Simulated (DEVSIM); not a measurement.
System: abrupt Si p-n junction, at 250 K.

```
layer (left to right)  material  thickness (μm)  Nd (cm⁻³)  Na (cm⁻³)  τn (s)  τp (s)
---------------------  --------  --------------  ---------  ---------  ------  ------
1                            Si            51.0          -     1.5e18  2.6e-7  2.6e-7
2                            Si           0.770     6.2e16          -  2.6e-7  2.6e-7
```

Left contact: ohmic. Right contact: ohmic. Voltage is applied to the left contact. Recombination: SRH at mid-gap. Mobility is constant in doping.

The device is made up for the run: typed textbook-type constants, with dimensions and the other settings drawn at random. Values at 300 K; Nc and Nv go as T^1.5, mobilities as T to minus their exponent, the gap by Varshni's rule with the affinity fixed.

```csv
parameter,Si
gap (eV),1.124
affinity (eV),4.05
permittivity,11.7
Nc (cm⁻³),2.86e19
Nv (cm⁻³),3.1e19
μn (cm²/Vs),1417
μp (cm²/Vs),470
T exponent of μn,2.3
T exponent of μp,2.2
Varshni α (eV/K),0.000473
Varshni β (K),636
```

Model (solved in DEVSIM): 1D drift-diffusion, Boltzmann statistics, complete ionisation; no tunnelling, impact ionisation, image-force lowering or self-heating.

The thickness of layer 2 was swept, all else fixed.

```json
[
 {"thickness of layer 2 (μm)": "0.15", "dark forward voltage at 100 A/cm² (V)": "0.779", "dark forward voltage at 1 A/cm² (V)": "0.671"},
 {"thickness of layer 2 (μm)": "0.27", "dark forward voltage at 100 A/cm² (V)": "0.795", "dark forward voltage at 1 A/cm² (V)": "0.690"},
 {"thickness of layer 2 (μm)": "0.46", "dark forward voltage at 100 A/cm² (V)": "(withheld)", "dark forward voltage at 1 A/cm² (V)": "(withheld)"},
 {"thickness of layer 2 (μm)": "0.77", "dark forward voltage at 100 A/cm² (V)": "0.822", "dark forward voltage at 1 A/cm² (V)": "0.717"},
 {"thickness of layer 2 (μm)": "1.3", "dark forward voltage at 100 A/cm² (V)": "0.834", "dark forward voltage at 1 A/cm² (V)": "0.729"},
 {"thickness of layer 2 (μm)": "2.3", "dark forward voltage at 100 A/cm² (V)": "0.846", "dark forward voltage at 1 A/cm² (V)": "0.741"},
 {"thickness of layer 2 (μm)": "3.9", "dark forward voltage at 100 A/cm² (V)": "0.859", "dark forward voltage at 1 A/cm² (V)": "0.753"}
]
```

### Question
What belongs in the gaps?

### Answer

- 0.46, dark forward voltage at 100 A/cm² (V): 0.809
- 0.46, dark forward voltage at 1 A/cm² (V): 0.704
